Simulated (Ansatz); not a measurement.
Ansatz (a first-principles code) run on the (110) slab of CaSi (cut from a parent of space group no. 63; 8 atoms in the cell): self-consistent single point.

Level of theory: LDA (PW92), default PAW files made with PBE (plane waves; Ansatz).

The change in words: vacuum of 3 angstrom (first run: 14 Å). Reference geometry:
```yaml
crystal:
  lattice:
    - [3.92493, 0.00000, 0.00000]
    - [0.00000, 5.83965, 0.00000]
    - [0.00000, 0.00000, 21.25620]
  atoms:
    - { symbol: Ca, position: [0.25000, 0.61996, 0.32932] }
    - { symbol: Ca, position: [0.75000, 0.84378, 0.47256] }
    - { symbol: Ca, position: [0.25000, 0.31271, 0.52744] }
    - { symbol: Ca, position: [0.75000, 0.53653, 0.67068] }
    - { symbol: Si, position: [0.25000, 0.11600, 0.38737] }
    - { symbol: Si, position: [0.75000, 0.34774, 0.41450] }
    - { symbol: Si, position: [0.25000, 0.80875, 0.58550] }
    - { symbol: Si, position: [0.75000, 0.04049, 0.61263] }
```

Reference input (self-consistent single point, DFT, LDA (PW92), plane waves, default PAW files made with PBE): basis.ecutwfc = 420 eV; kpoints.mp_grid.grid = 8 5 1; hamiltonian.xc = lda; hamiltonian.pseudopotentials = {kind: paw} (the program's default PAW files); scf.occupations.method = fermi_dirac; scf.occupations.width = 0.1 eV. This run's input differs from it in these lines:

Ansatz 0.2 input:
```diff
@@ -5,12 +5,12 @@
     - [0.000000, 5.839653, 0.000000]
-    - [0.000000, 0.000000, 21.256198]
+    - [0.000000, 0.000000, 10.256186]
   atoms:
-    - { symbol: Ca, position: [0.250000, 0.619958, 0.329316] }
-    - { symbol: Ca, position: [0.750000, 0.843781, 0.472558] }
-    - { symbol: Ca, position: [0.250000, 0.312706, 0.527442] }
-    - { symbol: Ca, position: [0.750000, 0.536528, 0.670684] }
-    - { symbol: Si, position: [0.250000, 0.116001, 0.387374] }
-    - { symbol: Si, position: [0.750000, 0.347738, 0.414500] }
-    - { symbol: Si, position: [0.250000, 0.808748, 0.585504] }
-    - { symbol: Si, position: [0.750000, 0.040486, 0.612626] }
+    - { symbol: Ca, position: [0.250000, 0.619958, 0.146253] }
+    - { symbol: Ca, position: [0.750000, 0.843781, 0.443126] }
+    - { symbol: Ca, position: [0.250000, 0.312706, 0.556874] }
+    - { symbol: Ca, position: [0.750000, 0.536528, 0.853747] }
+    - { symbol: Si, position: [0.250000, 0.116001, 0.266580] }
+    - { symbol: Si, position: [0.750000, 0.347738, 0.322799] }
+    - { symbol: Si, position: [0.250000, 0.808748, 0.677209] }
+    - { symbol: Si, position: [0.750000, 0.040486, 0.733420] }
 basis:
```

Log, with long lists cut:

```
SCF iter   1: F=—  HF=-9526.819225 eV  |F-HF|=—  |Δ(HF+E_count)|=         —  Δρ=4.73e-3  dr2=5.82e-2  ethr=1.77e-3  ⟨swp⟩=10.5  Hψ=2917  notcnv=0
all-band conjugate gradients solve this SCF's bands
preconditioner: auto → LDOS
SCF iter   2: F=—  HF=-9526.813706 eV  |F-HF|=—  |Δ(HF+E_count)|=   5.52e-3  Δρ=1.58e-3  dr2=9.30e-3  ethr=1.04e-4  ⟨swp⟩=2.3  Hψ=1180  notcnv=0
   [... lines left out ...]
SCF iter   5: F=—  HF=-9526.810716 eV  |F-HF|=—  |Δ(HF+E_count)|=   3.05e-5  Δρ=7.96e-5  dr2=4.71e-5  ethr=3.58e-7  ⟨swp⟩=2.5  Hψ=897  notcnv=0
SCF iter   6: F=—  HF=-9526.810811 eV  |F-HF|=—  |Δ(HF+E_count)|=   9.44e-5  Δρ=1.94e-5  dr2=6.19e-6  ethr=8.42e-8  ⟨swp⟩=2.7  Hψ=924  notcnv=0
SCF iter   7: F=—  HF=-9526.810810 eV  |F-HF|=—  |Δ(HF+E_count)|=   4.97e-7  Δρ=7.69e-6  dr2=3.03e-7  ethr=1.10e-8  ⟨swp⟩=1.5  Hψ=548  notcnv=0
SCF iter   8: F=-9526.810810 eV  HF=-9526.810810 eV  |F-HF|=2.35e-8  |Δ(HF+E_count)|=   5.40e-8  Δρ=2.99e-6  dr2=3.11e-8  ethr=1.79e-10  ⟨swp⟩=7.7  Hψ=2271  notcnv=0
SCF 1 converged in 8 iterations: F = -9526.810810 eV  dr2 = 3.11e-8
Free energy (F): -9526.810810 eV
Internal energy: -9526.614195 eV  (E = F + TS)
E sigma→0 (E₀):  -9526.712502 eV
Entropy (-TS):   -0.196616 eV (-24.577 meV/atom)
Fermi energy:    5.299875 eV
--- Forces (eV/Å), atoms counted from 1 ---
  atom   1  Ca     0.00000000    -0.03262559     0.80367139
  atom   2  Ca     0.00000000     0.06416350    -0.08371286
  atom   3  Ca     0.00000000    -0.06416350     0.08371286
  atom   4  Ca     0.00000000     0.03262559    -0.80367139
  atom   5  Si     0.00000000     0.35867832     0.33743393
  atom   6  Si     0.00000000    -0.27128566    -0.12618375
  atom   7  Si     0.00000000     0.27128566     0.12618375
  atom   8  Si     0.00000000    -0.35867832    -0.33743393
--- Stress (GPa, compression-positive) ---
       -3.799733       0.000000       0.000000
        0.000000      -5.249653       0.719431
        0.000000       0.719430      -1.473595
  P = ⅓ Tr σ = -3.5077 GPa (-35.077 kbar)
  The stress holds the Pulay correction. Without it, at fixed plane waves, as pw.x and ABINIT print it: P = -3.5213 GPa
```

The run converged in 8 iterations. Against the reference run the free energy goes down by 39.9 meV/atom and the largest force goes from 0.673 to 0.804 eV/Å.

The starting cell comes from a database of computed structures (which also holds hypothetical and non-ambient phases and stackings), without a prior relaxation at this level. The slab is cut from that crystal, and its faces are unrelaxed. Its lattice was rescaled by up to half a per cent. Spin polarisation is off, though cut faces can carry moments; the slab shows no gap.
